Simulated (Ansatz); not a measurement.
Density of states of YGe (Cmcm) near the Fermi level, PBEsol, rigid bands run with Ansatz (a first-principles code).

```tsv
E − E_F (eV)	states/eV/cell
-1.95	5.18
-1.85	5.47
-1.75	3.75
-1.65	2.29
-1.55	1.52
-1.45	1.18
-1.35	1.04
-1.25	1.00
-1.15	1.05
-1.05	1.23
-0.95	1.51
-0.85	1.98
-0.75	2.75
-0.65	2.63
-0.55	2.56
-0.45	2.59
-0.35	2.39
-0.25	2.12
-0.15	2.00
-0.05	1.93
0.05	1.92
0.15	2.05
0.25	2.09
0.35	1.97
0.45	1.78
0.55	1.72
0.65	1.58
0.75	1.62
0.85	1.78
0.95	2.09
1.05	2.05
1.15	1.85
1.25	2.14
1.35	1.96
1.45	1.81
1.55	1.83
1.65	1.99
1.75	2.23
1.85	2.34
```

Task: With 4 atoms a cell, what bare Sommerfeld coefficient γ = (π²/3) k_B² N(E_F) follows?

Result: N(E_F) ≈ 1.92 states/eV a cell at 300 K, so γ ≈ 1.13 mJ/(mol of atoms·K²), before electron-phonon enhancement.

Task: How far does the Fermi level move in a rigid band for 0.1 electron a cell added or removed?

Result: 52 meV and -52 meV.

A metal at this level (no band gap); rigid bands, thermally averaged at 300 K, both spins. Spin-orbit coupling is left out. Geometry: cell and atoms relaxed with PBEsol.

Computed structure, not matched to a measured one here, so possibly hypothetical: YGe (Cmcm).
